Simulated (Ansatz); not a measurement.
**What each level gives and costs: SrGe₄O₉ (P321, 42 atoms in the cell)**

Cell: a = 11.1069 Å, b = 11.1069 Å, c = 4.6507 Å, α = 90.00°, β = 90.00°, γ = 120.00°.

Program: Ansatz (a first-principles code), default PAW files made with PBE; each row names its functional.

Base settings: basis.ecutwfc = 420 eV; kpoints.mp_grid.grid = 2 2 4; hamiltonian.xc = pbesol; hamiltonian.pseudopotentials = {kind: paw} (the program's default PAW files); scf.occupations.method = methfessel_paxton; scf.occupations.width = 0.1 eV.

Differences are taken from r2SCAN (basis.ecutwfc: 420 eV → 500 eV), a reference of convenience: it is no measurement, and no ranking of the functionals follows. Where a row names another cutoff or potentials, its difference holds that change too.

Core times come from one kind of shared machine and are given to one figure; runs under 30 s give none.

The starting cell comes from a database of published, mostly measured structures (it also holds non-ambient and calculated ones), without a prior relaxation at this level. Its lattice was rescaled by a random factor within 2.5 % of one. In the base run, with a pressure of about 16 GPa the cell is away from its equilibrium volume at this level. In the base run, forces exceed 1 eV/Å. Ansatz's pressure includes its estimate of the finite-basis (Pulay) stress.

```tsv
level	gap on the mesh less reference (eV)	pressure less reference (GPa)	largest difference in the force on any atom (eV/Å)	core time / reference (rough)
LDA (PW92)	-0.821	-4.61	0.095	0.5
BLYP	-0.604	11.02	0.610	0.5
PBEsol	-0.758	1.13	0.355	0.4
r2SCAN (basis.ecutwfc: 420 eV → 500 eV)	0.000	0.00	0.000	1
```

Left out of this page: 2 runs of the series held back from this collection.

Keys are those of Ansatz 0.2.
